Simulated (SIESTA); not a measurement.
Worked example: relaxation of cell and atoms of MnZn₃ (P-6m2, 4 atoms in the cell) in SIESTA.

Method: GGA PBEsol, numerical atomic orbitals DZP, PseudoDojo PBEsol standard norm-conserving potentials (rewritten from UPF to PSML) (SIESTA).

```xyz
4
Lattice="2.7250 0.0000 0.0000 -1.3625 2.3599 0.0000 0.0000 0.0000 8.7621" Properties=species:S:1:pos:R:3 pbc="T T T"
Mn     1.3625     0.7866     0.0000
Zn     1.3625     0.7866     4.3811
Zn     0.0000     1.5733     2.1153
Zn     0.0000     1.5733     6.6468
```
Moments meant for the start (each program seeds them in its own way; μB, in the order of the atoms Mn Zn Zn Zn): 4.0 0.0 0.0 0.0.

Reference input (self-consistent single point, DFT, GGA PBEsol, numerical atomic orbitals DZP, PseudoDojo PBEsol standard norm-conserving potentials (rewritten from UPF to PSML)): XC.functional = GGA; XC.authors = PBEsol; potentials = PseudoDojo PBEsol standard; PAO.BasisSize = DZP; PAO.EnergyShift = 0.01 Ry; MeshCutoff = 400 Ry; kgrid.MonkhorstPack = 11 11 3; OccupationFunction = MP; OccupationMPOrder = 0; ElectronicTemperature = 100 meV; Spin = polarized; DM.InitSpin = [1 +4.00, 2 +0.00, 3 +0.00, 4 +0.00]. This run's input differs from it in these lines:

```diff
@@ -51,2 +51,7 @@
 Diag.ParallelOverK           true
+MD.TypeOfRun                 CG
+MD.Steps                     40
+MD.MaxForceTol               0.02 eV/Ang
+MD.VariableCell              true
+MD.MaxStressTol              0.05 GPa
 WriteForces                  true
```

Output (repeated stretches shortened):

```
        iscf     Eharris(eV)        E_KS(eV)     FreeEng(eV)     dDmax    Ef(eV) dHmax(eV)
   scf:    1   -19689.588660   -19899.211072   -19899.219523  1.279754  0.707021 57.873777
     spin moment: {S} , |S| = {        0.0        0.0    2.27659 }     2.27659
   scf:    2   -19807.684660   -19955.643554   -19955.657812  1.066164  2.060708 52.159277
     spin moment: {S} , |S| = {        0.0        0.0    2.43766 }     2.43766
   scf:    3   -19999.572170   -19998.495276   -19998.507731  1.151296  0.505864 14.740459
     spin moment: {S} , |S| = {        0.0        0.0    2.75399 }     2.75399
   [... lines left out ...]
     spin moment: {S} , |S| = {        0.0        0.0    2.47401 }     2.47401
   scf:   30   -20007.580595   -20007.580594   -20007.590173  0.000013 -0.669467  0.000801
     spin moment: {S} , |S| = {        0.0        0.0    2.47400 }     2.47400
   scf:   31   -20007.580595   -20007.580595   -20007.590173  0.000010 -0.669452  0.000704
     spin moment: {S} , |S| = {        0.0        0.0    2.47398 }     2.47398
   scf:   32   -20007.580595   -20007.580595   -20007.590173  0.000008 -0.669439  0.000643
     spin moment: {S} , |S| = {        0.0        0.0    2.47397 }     2.47397
SCF Convergence by DM+H criterion
max |DM_out - DM_in|         :     0.0000083326
max |H_out - H_in|      (eV) :     0.0006428186
SCF cycle converged after 32 iterations

Using DM_out to compute the final energy and forces

siesta: E_KS(eV) =           -20007.5806

siesta: E_KS - E_eggbox =    -20007.5806

siesta: Atomic forces (eV/Ang):
     1   -0.000070    0.000040   -0.000000
     2   -0.000088    0.000051    0.000000
     3    0.000057   -0.000033    0.692860
     4    0.000057   -0.000033   -0.692860
   Tot   -0.000044    0.000025    0.000000
   Max    0.692860
   Res    0.282859    sqrt( Sum f_i^2 / 3N )
   Max    0.692860    constrained

Stress tensor Voigt[x,y,z,yz,xz,xy] (kbar):      205.23      205.66      153.72       -0.00       -0.00        0.37
(Free)E + p*V (eV/cell)   -20014.2090
   [... lines left out ...]
siesta: Pressure (static):       -188.20240614  kBar
siesta: Pressure (total):       -188.20240614  kBar
No target stress found, assuming hydrostatic MD.TargetPressure.
Target stress (kBar)
outcell: Cell volume (Ang**3)        :     49.0576
        iscf     Eharris(eV)        E_KS(eV)     FreeEng(eV)     dDmax    Ef(eV) dHmax(eV)
siesta: Pressure (static):         -0.20828419  kBar
siesta: Pressure (total):         -0.20828419  kBar
outcell: Cell volume (Ang**3)        :     49.0576
siesta: FreeEng =    -20008.166400
   [... lines left out ...]

              0.044   0.039   0.051

mulliken: Qtot =       36.513

Mulliken Atomic Populations:
Atom #   charge [q] valence [e]      Sz [e]  Species
     1     0.185836   14.814164    2.196918  Mn
     2     0.034695   19.965305   -0.029745  Zn
     3    -0.110265   20.110265   -0.097065  Zn
     4    -0.110265   20.110265   -0.097065  Zn
 Total    -0.000000                1.973044
```

The run converged. 

Summary of the result:
| Property | Value |
|---|---|
| Free energy E − TS | -20008.1664 eV |
| Fermi level (on the code's own zero) | -0.26 eV |
| Pressure | -0.02 GPa |
| Largest force (vector length) | 0.020 eV/Å |
| Size of the cell's spin moment | 1.97 μB |
| Site moments (μB, in the program's spheres or projections) | Mn 2.20, Zn -0.03, Zn -0.10, Zn -0.10 |
| Final cell | a = b = 2.5842 Å, c = 8.4832 Å, α = β = 90.00°, γ = 120.01° |
| Final volume per atom | 12.26 Å³ |
| Relaxation steps | 15 |

The starting cell comes from a database of computed structures (which also holds hypothetical and non-ambient phases and stackings), without a prior relaxation at this level. With one magnetic atom in the cell only a parallel order is possible. Values carry the incompleteness of an atom-centred basis.

Cost on one core of a shared machine: roughly 10 min.
